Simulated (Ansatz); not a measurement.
By PBEsol, the system below comes out a metal.

The ballistic (Sharvin) conductance counts the channels at the Fermi level: G/A = (e²/h) × channels of both spins per area.

Given:

```
CELL_PARAMETERS angstrom
      2.94955     0.00000     0.00000
      0.00000     2.94955     0.00000
      1.47477    -1.47477     2.08564
ATOMIC_POSITIONS crystal
  Au 0.00000 0.00000 0.00000
```

The cell is taken as given; by PBEsol it stands under a pressure of -9.3 GPa.

The current flows along the normal of the first two printed cell vectors, the (001) plane of the conventional cell. No spin-orbit coupling; the value is a mean over 0.1 eV about the Fermi level.

State the ballistic conductance per area according to PBEsol (Ansatz, a quantum-chemistry and plane-wave program).

0.85 × 10¹⁵ S/m² for both spins.
